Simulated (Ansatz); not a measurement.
Defect: interstitial O in zinc-blende BP, neutral cell. The step: several atoms move together, O the farthest; the atom moves 1.11 Å along (-0.17, 0.17, 0.00) of the unit cell; the moving atom starts with neighbours B at 1.40; P at 1.55 Å and ends with B at 1.40; P at 1.55 Å. DFT values are from Ansatz (plane-wave PAW, 420 eV unless said) in a cell of 64 host sites, spin-restricted, static, with no finite-size correction. The charge state is imposed; whether it is stable for some Fermi level was not computed. Sites that were not tried may lie lower. For the PBE band: the saddle point's order was not checked, and it lies on a symmetry element of the cell, where a band can be held.

```tsv
Level	Forward barrier (eV)	Cost of the band or of the saddle's single point
CHGNet universal potential (has no charge state), its own band	0.78	-
PBE, a 2×2×2 k-point mesh shifted by half a step, band relaxed	2.26	about 30 core-minutes (a rough figure)
PBE, a 3×3×3 k-point mesh shifted by half a step, same geometries	2.28	about 2.4 core-minutes (a rough figure)
r2SCAN at 500 eV, a 2×2×2 k-point mesh shifted by half a step, same geometries	2.48	very roughly 90 core-seconds
```

Ansatz is a program for electronic structure.
